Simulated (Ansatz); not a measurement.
NbRu₃ (Pm-3m): resistivity and electron-phonon coupling

Consider the following.

```yaml
crystal:
  lattice:
    - [3.85156, 0.00000, 0.00000]
    - [0.00000, 3.85156, 0.00000]
    - [0.00000, 0.00000, 3.85156]
  atoms:
    - { symbol: Nb, position: [0.00000, 0.00000, 0.00000] }
    - { symbol: Ru, position: [0.00000, 0.50000, 0.50000] }
    - { symbol: Ru, position: [0.50000, 0.00000, 0.50000] }
    - { symbol: Ru, position: [0.50000, 0.50000, 0.00000] }
```

Method: PBEsol, DFPT electron-phonon coupling, linearised Boltzmann equation (plane waves, PAW, scalar-relativistic; Ansatz, a program for electronic structure). Geometry: relaxed with this functional, without spin-orbit coupling.

```yaml
resistivity at 300 K: 12.4 μΩ·cm
electron mean free path at 300 K (weighted by the current that each state carries): 5.0 nm
electron-phonon coupling λ: 0.77
transport coupling λ_tr: 0.74
logarithmic_mean_phonon_energy: 18.0 meV
density of states at the Fermi level: 2.1 states/(eV·spin·cell)
drude_plasma_energy: 8.0 eV
Hall coefficient at 300 K: 20 ×10⁻¹¹ m³/C
Tc for μ* = 0.10 (anisotropic Eliashberg): 9.6 K
Tc for μ* = 0.13 (anisotropic Eliashberg): 7.5 K
```

A metal at this level (no band gap). Only scattering by harmonic phonons is included (no impurities, grain boundaries, electron-electron scattering or thermal expansion). Spin-orbit coupling is left out. Spin fluctuations, which work against superconductivity with these elements, are left out. For metals of groups 4 to 10, Tc at these values of μ* can lie well above the measured one. Halving the electron mesh (24x24x24) moves the resistivity by up to 3 % at 300 K, the mean free path by up to 3 %, the coupling by up to 3 %, Tc by up to 4 %. Smearing 0.20 eV; phonons on a 4x4x4 q mesh, which this run doesn't test and which matters most at low temperature. Tc comes from the anisotropic Migdal-Eliashberg equations with μ*, a chosen number, referred to 19.2 meV.

Computed structure, not matched to a measured one here, so possibly hypothetical: NbRu3 (Pm-3m).
